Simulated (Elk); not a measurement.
**Input and output of a self-consistent single point for ZnCu (Pm-3m, 2 atoms in the cell) (Elk)**

Method: PBEsol, all-electron FP-LAPW, Elk's shipped species files, APW+lo basis with extra local orbitals run with Elk.

This input was run:

```
tasks
  0

xctype
  22

rgkmax
  7.5

gmaxvr
  16.0

nxlo
  2

lorbcnd
  .true.

rmtscf
  0.92

lmaxi
  2

swidth
  0.00367493

maxscl
  100

scale
  5.413625041

avec
    1.0000000000    0.0000000000    0.0000000000
    0.0000000000    1.0000000000    0.0000000000
    0.0000000000    0.0000000000    1.0000000000

atoms
  2
  'Zn.in'
  1
  0.5000000000  0.5000000000  0.5000000000    0.0 0.0 0.0
  'Cu.in'
  1
  0.0000000000  0.0000000000  0.0000000000    0.0 0.0 0.0

ngridk
  11 11 11
```

Log, with long lists cut:

```
│ Elk code version 10.2.4 │

All units are atomic (Hartree, Bohr, etc.)

│ Ground-state run starting from atomic densities │

Lattice vectors :
   5.413625041       0.000000000       0.000000000
   0.000000000       5.413625041       0.000000000
   0.000000000       0.000000000       5.413625041

Unit cell volume      :    158.6589285
Brillouin zone volume :    1.563417929

Muffin-tin inner radius fraction :   0.1000000000E-01

Nuclei treated as point charges

Species :    1 (Zn)
 parameters loaded from : Zn.in
 name : zinc
 nuclear charge    :   -30.00000000
 electronic charge :    30.00000000
 atomic mass :    119233.3129
 muffin-tin radius :    2.208000000
 number of radial points in muffin-tin :    497
 atomic positions (lattice), magnetic fields (Cartesian) :
   1 :   0.00000000  0.00000000  0.00000000    0.00000000  0.00000000  0.00000000

Species :    2 (Cu)
 parameters loaded from : Cu.in
 name : copper
 nuclear charge    :   -29.00000000
 electronic charge :    29.00000000
 atomic mass :    115837.2717
 muffin-tin radius :    2.208000000
 number of radial points in muffin-tin :    497
 atomic positions (lattice), magnetic fields (Cartesian) :
   1 :   0.50000000  0.50000000  0.50000000    0.00000000  0.00000000  0.00000000

Total number of atoms per unit cell :    2

Spin treatment :
 spin-unpolarised

Number of Bravais lattice symmetries :   48
Number of crystal symmetries         :   48
Crystal has inversion symmetry
Real symmetric eigensolver will be used

k-point grid :     11    11    11
k-point offset :    0.000000000       0.000000000       0.000000000
k-point set is reduced with full crystal symmetry group
Total number of k-points :       56

Muffin-tin radius times maximum |G+k| :    7.500000000
 using average radius
Maximum |G+k| for APW functions       :    3.396739130
Maximum (1/2)|G+k|²                   :    5.768918360
Maximum |G| for potential and density :    16.00000000
 potential will be trimmed for |G| > 2 gkmax
Constant for pseudocharge density :    9
Radial integration step length :    4

G-vector grid sizes :     28    28    28
Number of G-vectors :    11067

Maximum angular momentum used for
 APW functions                      :    8
 outer part of muffin-tin           :    6
 inner part of muffin-tin           :    2

Total nuclear charge    :   -59.00000000
Total core charge       :    24.00000000
Total valence charge    :    35.00000000
Total excess charge     :    0.000000000
Total electronic charge :    59.00000000

Effective Wigner radius, rₛ :   0.8626632529

Number of empty states         :    8
Total number of valence states :   26
Total number of core states    :   24

Conduction state local-orbitals added automatically
Total number of local-orbitals :  164

Exchange-correlation functional :     22     0     0
 PBEsol, Phys. Rev. Lett. 100, 136406 (2008)
 gradient requirement :    1
 generalised gradient approximation (GGA)

Smearing type :    3
 Fermi-Dirac
Smearing width :   0.3674930000E-02
Effective electronic temperature (K) :    1160.451112

Mixing type :    3
 Broyden mixing, J. Phys. A: Math. Gen. 17, L317 (1984)

Kohn-Sham potential initialised from atomic data

│ Self-consistent loop started │
│ Loop number : 1 │
 total energy                :     -3433.39930982
│ Loop number : 2 │
 total energy                :     -3434.37886899
RMS change in Kohn-Sham potential (target) :   0.4287013599     (  0.1000000000E-05)
Absolute change in total energy (target)   :   0.9795591723     (  0.1000000000E-03)
│ Loop number : 3 │
 total energy                :     -3437.58556380
RMS change in Kohn-Sham potential (target) :   0.3557665731     (  0.1000000000E-05)
Absolute change in total energy (target)   :    3.451584603     (  0.1000000000E-03)
│ Loop number : 4 │
 total energy                :     -3439.08976402
RMS change in Kohn-Sham potential (target) :   0.3038679457     (  0.1000000000E-05)
Absolute change in total energy (target)   :    2.367096370     (  0.1000000000E-03)
│ Loop number : 5 │
 total energy                :     -3442.08330965
RMS change in Kohn-Sham potential (target) :   0.2141641521     (  0.1000000000E-05)
Absolute change in total energy (target)   :    3.585319730     (  0.1000000000E-03)
│ Loop number : 6 │
 total energy                :     -3445.84509327
RMS change in Kohn-Sham potential (target) :   0.8630152477E-01 (  0.1000000000E-05)
Absolute change in total energy (target)   :    4.658113544     (  0.1000000000E-03)
│ Loop number : 7 │
 total energy                :     -3448.27925630
RMS change in Kohn-Sham potential (target) :   0.8771754338E-02 (  0.1000000000E-05)
Absolute change in total energy (target)   :    3.598691424     (  0.1000000000E-03)
│ Loop number : 8 │
 total energy                :     -3448.41641214
RMS change in Kohn-Sham potential (target) :   0.1725290013E-02 (  0.1000000000E-05)
Absolute change in total energy (target)   :    1.036828689     (  0.1000000000E-03)
│ Loop number : 9 │
 total energy                :     -3448.44631456
RMS change in Kohn-Sham potential (target) :   0.1051231055E-02 (  0.1000000000E-05)
Absolute change in total energy (target)   :   0.2891095940     (  0.1000000000E-03)
│ Loop number : 10 │
 total energy                :     -3448.47392093
RMS change in Kohn-Sham potential (target) :   0.3071327914E-03 (  0.1000000000E-05)
Absolute change in total energy (target)   :   0.9988376720E-01 (  0.1000000000E-03)
│ Loop number : 11 │
 total energy                :     -3448.47994094
RMS change in Kohn-Sham potential (target) :   0.1616939642E-03 (  0.1000000000E-05)
Absolute change in total energy (target)   :   0.3099095499E-01 (  0.1000000000E-03)
│ Loop number : 12 │
 total energy                :     -3448.48259524
RMS change in Kohn-Sham potential (target) :   0.5607542828E-04 (  0.1000000000E-05)
Absolute change in total energy (target)   :   0.1040203534E-01 (  0.1000000000E-03)
│ Loop number : 13 │
 total energy                :     -3448.48208756
RMS change in Kohn-Sham potential (target) :   0.2887047600E-04 (  0.1000000000E-05)
Absolute change in total energy (target)   :   0.2092833297E-02 (  0.1000000000E-03)
│ Loop number : 14 │
 total energy                :     -3448.48154756
RMS change in Kohn-Sham potential (target) :   0.1909175631E-05 (  0.1000000000E-05)
Absolute change in total energy (target)   :   0.1679631123E-04 (  0.1000000000E-03)
│ Loop number : 15 │
 total energy                :     -3448.48147828
RMS change in Kohn-Sham potential (target) :   0.3425124371E-06 (  0.1000000000E-05)
Absolute change in total energy (target)   :   0.7347214023E-04 (  0.1000000000E-03)
Convergence targets achieved

│ Loop number : 16 │

Energies :
 Fermi                       :     0.313372092657
 sum of eigenvalues          :     -1970.83498039
 electron kinetic            :      3509.23158781
 core electron kinetic       :      3110.85149161
 Coulomb                     :     -6821.07499393
 Coulomb potential           :     -5301.01023322
 nuclear-nuclear             :     -463.493832576
 electron-nuclear            :     -7414.15208949
 Hartree                     :      1056.57092814
 Madelung                    :     -4170.56987732
 xc potential                :     -179.056334979
 exchange                    :     -133.406375843
 correlation                 :     -3.23120466251
 electron entropic           :    -0.482099352075E-03
 total energy                :     -3448.48146873

Density of states at Fermi energy :    10.51604835
 (states/Hartree/unit cell)

Estimated indirect band gap :   0.6644124235E-02
 from k-point     39 to k-point     52
Estimated direct band gap   :   0.4753083461E-01
 at k-point     51

Charges :
 core                        :    24.00000000
 valence                     :    35.00000000
 interstitial                :    2.408478521
 muffin-tins (core leakage)
  species :    1 (Zn)
   atom    1                 :    28.68385415     (  0.2588532956E-03)
  species :    2 (Cu)
   atom    1                 :    27.90766733     (  0.4730031527E-03)
 total in muffin-tins        :    56.59152148
 total calculated charge     :    58.98843478
 total charge                :    59.00000000
 error                       :   0.1156521641E-01

│ Self-consistent loop stopped │
```

The run converged in 16 iterations. The count includes the last loop, which Elk runs after its targets are met.

The starting cell comes from a database of computed structures (which also holds hypothetical and non-ambient phases and stackings), without a prior relaxation at this level. Its lattice was rescaled by a random factor within 2.5 % of one. Spin polarisation is off. Values depend on the basis (sphere radii, cutoffs, local orbitals), which need not be converged. The log's line on a gap gives a spacing of levels on this mesh, which the program prints for metals too.
